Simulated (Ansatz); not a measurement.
Start from CdS in the zinc blende structure (space group F-43m, No. 216; a = 5.878 Å). Axes: x, y, z lie along the cube axes.

The values are results of Ansatz (an electronic-structure program) r2SCAN, spin-orbit coupling left out, not measurements.

Before the change:

| Item | Result |
|---|---|
| Band gap | 1.54 eV |
| Shortest interatomic distance | 2.545 Å |

One thing is altered: uniaxial stress, 2 GPa tension along z; all other stress components relax to zero.

Task: What does the calculation give for the band gap after the change?

Result: The band gap drops by 0.13 eV (1.54 eV → 1.41 eV).

Task: How does this affect the shortest interatomic distance?

Result: The shortest interatomic distance increases by 0.011 Å (2.545 Å → 2.556 Å).

Task: Estimate the effect on the strain response.

Result: The strain response (xx, yy, zz) amounts to (−2.55, −2.55, +6.13) %.

Stability under load was not tested beyond the relaxation.
